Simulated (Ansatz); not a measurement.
A self-consistent single point of KTlSe2 (I4/mcm, 8 atoms in the cell) with Ansatz (a program for electronic structure).

Method: LDA (PW92), PAW files made with PBE (plane waves; Ansatz).

```yaml
crystal:
  lattice:
    - [-4.06792, 4.06792, 3.56623]
    - [4.06792, -4.06792, 3.56623]
    - [4.06792, 4.06792, -3.56623]
  atoms:
    - { symbol: K, position: [0.25000, 0.25000, 0.00000] }
    - { symbol: K, position: [0.75000, 0.75000, 0.00000] }
    - { symbol: Tl, position: [0.75000, 0.25000, 0.50000] }
    - { symbol: Tl, position: [0.25000, 0.75000, 0.50000] }
    - { symbol: Se, position: [0.67640, 0.17640, 0.85280] }
    - { symbol: Se, position: [0.32360, 0.82360, 0.14720] }
    - { symbol: Se, position: [0.17640, 0.32360, 0.50000] }
    - { symbol: Se, position: [0.82360, 0.67640, 0.50000] }
```

Reference input (self-consistent single point, DFT, LDA (PW92), plane waves, PAW files made with PBE): basis.ecutwfc = 420 eV; kpoints.mp_grid.grid = 3 3 3; hamiltonian.xc = lda; hamiltonian.pseudopotentials = {kind: paw} (the program's default PAW files); scf.occupations.method = fixed. This run's input differs from it in these lines:

Ansatz 0.2 input:
```diff
@@ -17,3 +17,3 @@
 kpoints:
-  mp_grid: { grid: [3, 3, 3] }
+  mp_grid: { grid: [6, 6, 6] }
 hamiltonian:
```

The program printed (abridged):

```
SCF iter   1: F=—  HF=-46829.841461 eV  |F-HF|=—  |Δ(HF+E_count)|=         —  Δρ=4.04e-2  dr2=6.38e0  ethr=3.10e-3  ⟨swp⟩=5.0  Hψ=6676  notcnv=0  defer=240
all-band conjugate gradients solve this SCF's bands
preconditioner: auto → Resta (q_TF=auto, 2.395 Å⁻¹)
SCF iter   2: F=—  HF=-46827.643421 eV  |F-HF|=—  |Δ(HF+E_count)|=    2.20e0  Δρ=1.62e-2  dr2=1.07e0  ethr=3.10e-3  ⟨swp⟩=2.9  Hψ=3650  notcnv=0  defer=255
   [... lines left out ...]
SCF iter   6: F=—  HF=-46827.055271 eV  |F-HF|=—  |Δ(HF+E_count)|=   1.68e-4  Δρ=1.24e-4  dr2=5.51e-5  ethr=9.27e-7  ⟨swp⟩=2.3  Hψ=2766  notcnv=0  defer=270
SCF iter   7: F=—  HF=-46827.055170 eV  |F-HF|=—  |Δ(HF+E_count)|=   1.01e-4  Δρ=3.29e-5  dr2=2.27e-6  ethr=5.10e-8  ⟨swp⟩=2.0  Hψ=2662  notcnv=0  defer=256
SCF iter   8: F=—  HF=-46827.055171 eV  |F-HF|=—  |Δ(HF+E_count)|=   8.17e-7  Δρ=5.68e-6  dr2=8.84e-8  ethr=9.26e-11  ⟨swp⟩=12.4  Hψ=11568  notcnv=0
SCF iter   9: F=-46827.055171 eV  HF=-46827.055171 eV  |F-HF|=2.00e-9  |Δ(HF+E_count)|=   4.04e-8  Δρ=1.27e-6  dr2=3.75e-9  ethr=8.18e-11  ⟨swp⟩=4.0  Hψ=6857  notcnv=0
SCF 1 converged in 9 iterations: F = -46827.055171 eV  dr2 = 3.75e-9
Free energy (F): -46827.055171 eV
Internal energy: -46827.055171 eV  (E = F + TS)
E sigma→0 (E₀):  -46827.055171 eV
Fermi energy:    5.619977 eV
--- Forces (eV/Å), atoms counted from 1 ---
  atom   1  K      0.00000000     0.00000000     0.00000000
  atom   2  K      0.00000000     0.00000000     0.00000000
  atom   3  Tl    -0.00000000    -0.00000000     0.00000000
  atom   4  Tl    -0.00000000     0.00000000     0.00000000
  atom   5  Se    -0.10554961    -0.10554961     0.00000000
  atom   6  Se     0.10554961     0.10554961     0.00000000
  atom   7  Se     0.10554961    -0.10554961     0.00000000
  atom   8  Se    -0.10554961     0.10554961    -0.00000000
--- Stress (GPa, compression-positive) ---
       -2.316119       0.000000       0.000000
        0.000000      -2.316119      -0.000000
       -0.000000      -0.000000      -2.684434
  P = ⅓ Tr σ = -2.4389 GPa (-24.389 kbar)
  The stress holds the Pulay correction. Without it, at fixed plane waves, as pw.x and ABINIT print it: P = -2.4509 GPa
```

The run converged in 9 iterations. Against the reference run the free energy falls by 2.0 meV/atom, the pressure moves little (-2.42 to -2.44 GPa), the largest force goes from 0.155 to 0.149 eV/Å and the gap on the mesh goes from 1.025 to 0.974 eV.

The starting cell comes from a database of computed structures (which also holds hypothetical and non-ambient phases and stackings), without a prior relaxation at this level. Spin-orbit coupling is off. Ansatz's pressure includes its estimate of the finite-basis (Pulay) stress.
